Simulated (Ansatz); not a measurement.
AlPt, response to strain

The parent structure is AlPt (space group P2_13, No. 198; a = 4.8684 Å; a cell from a computed database, its experimental status unchecked). Axes: x, y, z lie along the cube axes.

Strains are applied to the cell and any free atomic positions relax; under stress the whole cell relaxes.

Level of theory: PBEsol, PAW, 420 eV (Ansatz, an electronic-structure program; no spin-orbit coupling).

Notes on the quantities. energy relative to the base: free energy F.

```tsv
change	energy relative to the base	volume per atom
base	0 meV/atom	14.42 Å³
uniaxial strain ε_xx = +0.75 %	+0.8 meV/atom	14.53 Å³
uniaxial strain ε_xx = +5.15 %	+33 meV/atom	15.17 Å³
uniaxial stress, 5 GPa compression along z	+4.5 meV/atom	14.32 Å³
```

Without a gap, meshes like the base's 10×10×10 leave anisotropic stresses uncertain by several tenths of a GPa, and small strain energies with them. Stability under load was not tested beyond the relaxation. All final runs are without spin polarisation.
